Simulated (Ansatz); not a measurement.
# BiTe (Fm-3m, No. 225, 2 atoms in the cell; start mp-567362; a measured phase of this formula has another space group)

Level of theory: r²SCAN+rVV10 in Ansatz (plane waves, PAW).

Settings: plane-wave cutoff 560 eV, 14×14×14 k mesh, Fermi–Dirac smearing 0.05 eV, scalar-relativistic PAW data made under PBE.

Cell (relaxed at this level):

```yaml
crystal:
  lattice:
    - [0.00000, 3.21601, 3.21601]
    - [3.21601, 0.00000, 3.21601]
    - [3.21601, 3.21601, 0.00000]
  atoms:
    - { symbol: Bi, position: [0.00000, 0.00000, 0.00000] }
    - { symbol: Te, position: [0.50000, 0.50000, 0.50000] }
```

| Property | Value |
|---|---|
| band gap | zero (no gap) |

Note: the relaxation could not lower the start's symmetry, so the cell can be a saddle point above a distorted one.

Spin–orbit coupling is not included; it can open a gap where bands touch, and shift volumes and moduli.

The computed numbers hold no vibrational or temperature effects.

A start named mp-… is a Materials Project structure, which need not be a measured phase.

Ansatz is a program for electronic structure.
